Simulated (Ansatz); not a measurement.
fcc Al (1 1 0) on tetragonal BaTiO3 (1 1 0) (film strained to the substrate, faces as cut)

A periodic stack without vacuum, fcc Al (1 1 0) on tetragonal BaTiO3 (1 1 0) (film strained to the substrate, faces as cut): substrate slab Ba5Ti5O13, film Al16, surface cells [[0, 1], [-1, 0]] and [[0, 2], [-1, 0]], film strained by -1.4 and +4.0 %, faces BaOTi/BaOTi and Al/Al as cut (like faces can put a slab off its formula).

The start was prepared with a machine-learned potential, and the result is one local minimum, with the in-plane cell held and forces under 0.04 eV/Å; the film can end far from its bulk form.

These are PBE (plane waves to 420 eV, PAW; Ansatz, a quantum-chemistry and plane-wave program) values and carry that method's errors. Spin–orbit coupling is left out; the runs are not spin-polarised; PBE gaps are too small against experiment. Its k-point mesh 6×7×1, Fermi–Dirac width 0.05 eV.

- interface area = 23.7 Å²
- period = 26.08 Å
- gaps between the outermost planes at the two interfaces = 2.52 and 2.52 Å
- Al–Ba contacts across the interfaces within 1.22 times the sum of covalent radii = 10, mean 3.63 Å
- Al–Ti contacts across the interfaces within 1.22 times the sum of covalent radii = 4, mean 3.03 Å

```xyz
39
Lattice="5.6359 0.0016 -0.0949 0.0006 4.2012 0.1106 -0.9102 1.3898 26.1483" Properties=species:S:1:pos:R:3 pbc="T T T"
Ba     1.1707     0.6465     1.1881
Ti     3.9930     2.8703     1.3603
O      3.9893     4.6713     1.2945
Ba     4.0391     4.8148     4.1291
Ti     1.2220     2.7703     4.1214
O      1.2195     4.6119     4.1119
O      2.5666     2.6075     2.5663
O      5.4528     2.6109     2.5190
Ba     1.2702     4.7366     6.9583
Ti     4.0873     2.6993     6.8567
O      4.0880     4.5481     6.9067
O      5.4714     2.5618     5.3965
O      2.6554     2.5659     5.4432
Ba     4.1384     4.6652     9.6928
Ti     1.3182     2.6212     9.6871
O      1.3221     4.4586     9.7960
O      2.7059     2.4830     8.3100
O      5.5223     2.4902     8.2638
Ba     1.3769     4.5431    12.6158
Ti     4.1889     2.5745    12.3555
O      4.1932     4.3695    12.5161
O     -0.0204     2.3722    11.2328
O      2.7289     2.3798    11.1854
Al     4.2862     4.3668    16.4110
Al     1.4678     4.3732    16.4053
Al     0.0129     2.3028    15.1137
Al     2.8712     2.3007    15.0551
Al     1.5174     4.2944    19.2544
Al     4.3392     4.2966    19.2194
Al     2.9013     2.2313    17.8345
Al     0.0895     2.2311    17.8872
Al     4.3903     4.2161    22.0200
Al     1.5662     4.2159    22.0624
Al     0.1380     2.1512    20.6954
Al     2.9521     2.1537    20.6353
Al     1.6368     4.1362    24.8354
Al     4.4149     4.1360    24.7982
Al     3.0037     2.0708    23.4434
Al     0.1861     2.0742    23.5446
```
